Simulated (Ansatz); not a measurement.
Start from MgSe in the rock salt structure (space group Fm-3m, No. 225).

```cif
data_MgSe
_chemical_formula_sum 'Mg1 Se1'
_space_group_name_H-M_alt 'P 1'
_space_group_IT_number 1
_cell_length_a 3.86955
_cell_length_b 3.86955
_cell_length_c 3.86955
_cell_angle_alpha 60.000
_cell_angle_beta 60.000
_cell_angle_gamma 60.000
loop_
_space_group_symop_operation_xyz
  'x, y, z'
loop_
_atom_site_label
_atom_site_type_symbol
_atom_site_fract_x
_atom_site_fract_y
_atom_site_fract_z
_atom_site_occupancy
Mg1 Mg 0.00000 0.00000 0.00000 1
Se1 Se 0.50000 0.50000 0.50000 1
```

Method: Ansatz (a quantum-chemistry and plane-wave program) r2SCAN, no spin-orbit coupling.

Strains are applied to the cell and any free atomic positions relax.

One change was made to it. Results:

The valley order (the lowest conduction-band minima on the path, energy above the VBM, named in the base's zone) changes from X along ⟨100⟩ 2.48 eV; Γ 3.44 eV to X along ⟨100⟩ 2.53 eV; Γ 3.66 eV; the hole mass (degenerate bands, along [100]) changes from 0.20, 0.79, 0.79 mₑ (at Γ) to 0.20, 0.77, 0.77 mₑ (at Γ); the pressure goes up by 2.12 GPa, from -0.01 GPa to 2.11 GPa; the energy rises by 3.9 meV/atom.

**Question.** Which of these changes matches the shifts?
A. isotropic strain −1.50 %
B. isotropic strain −2.00 %
C. isotropic strain −2.50 %
D. isotropic strain −1.00 %

**Answer.** D, isotropic strain −1.00 %. For comparison, the valley order in the other runs: isotropic strain −2.50 % gives X along ⟨100⟩ 2.61 eV; Γ 4.01 eV; isotropic strain −1.50 % gives X along ⟨100⟩ 2.56 eV; Γ 3.77 eV; isotropic strain −2.00 % gives X along ⟨100⟩ 2.58 eV; Γ 3.89 eV.

The levels and masses belong to the bands next to the band gap. Masses are band curvatures over ±0.01 Å⁻¹ around the edge. No phonon test of stability was made.
